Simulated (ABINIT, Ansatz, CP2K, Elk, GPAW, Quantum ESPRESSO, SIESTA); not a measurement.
## One structure in several programs: SnSe2 (P-3m1, 3 atoms in the cell)

Self-consistent single point.

```yaml
crystal:
  lattice:
    - [1.90500, -3.29956, 0.00000]
    - [1.90500, 3.29956, 0.00000]
    - [0.00000, 0.00000, 6.14000]
  atoms:
    - { symbol: Sn, position: [0.00000, 0.00000, 0.00000] }
    - { symbol: Se, position: [0.33333, 0.66667, 0.25000] }
    - { symbol: Se, position: [0.66667, 0.33333, 0.75000] }
```

Shared settings, as Ansatz (a quantum-chemistry and plane-wave program) writes them: kpoints.mp_grid.grid = 7 7 4; scf.occupations.method = fermi_dirac; scf.occupations.width = 0.05 eV. Potentials and cutoffs stand in the table.

```tsv
code	model	pressure (GPa)	largest force (eV/Å)	gap on the mesh (eV)	cutoff
ABINIT	LDA (PW92), norm-conserving pseudopotentials (PseudoDojo nc-sr-04 LDA standard)	0.67	0.425	0.657	86 Ry
GPAW	LDA (Perdew-Wang 92), GPAW PAW datasets LDA (gpaw-data 1.0.1)	0.33	0.374	0.683	600 eV
SIESTA	LDA PW92, numerical atomic orbitals TZP, PseudoDojo LDA standard norm-conserving potentials (rewritten from UPF to PSML)	2.86	1.010	0.664	grid 300 Ry
Elk	LDA (PW92), all-electron FP-LAPW, Elk's shipped species files, default APW+lo basis	–	–	0.685	default
CP2K	LDA (Pade form), GPW, TZVP-MOLOPT-SR-GTH basis, GTH-PADE potentials (GTH_POTENTIALS)	0.55	0.422	0.637	grid 400 Ry
Ansatz	LDA (PW92), default PAW files made with PBE	0.51	0.408	0.679	420 eV
Quantum ESPRESSO	LDA (PZ), GBRV 1.5 ultrasoft (LDA) pseudopotentials	0.57	0.428	0.666	40 Ry
```

A dash marks a value that a program does not give, or that is left out as unsure.

Gaps are read on the mesh.

The spread over the programs that give each value: pressure within 2.53 GPa; largest force within 0.636 eV/Å; gap on the mesh within 0.048 eV.

SIESTA and CP2K use small atom-centred bases, whose incompleteness enters pressures, forces and empty levels differently from a plane-wave cutoff. Elk treats all electrons, but the usual bases taken here (sphere radii, linearisation, local orbitals, empty states) were not tested for convergence, so the values are no reference for the others. Ansatz's pressure is given at a fixed set of plane waves, as the other plane-wave codes print theirs; with its correction for the finite basis it is 0.55 GPa. The same LDA comes in different parametrisations, which differ slightly. In the pressure, SIESTA (by 2.33) lies more than 1 GPa from the median of the plane-wave programs. In the force vectors, SIESTA (by 0.594) lies more than 0.08 eV/Å from the median of the plane-wave programs.

The starting cell has typed, rounded lattice constants, without a prior relaxation at this level.

Keys are those of Ansatz 0.2.
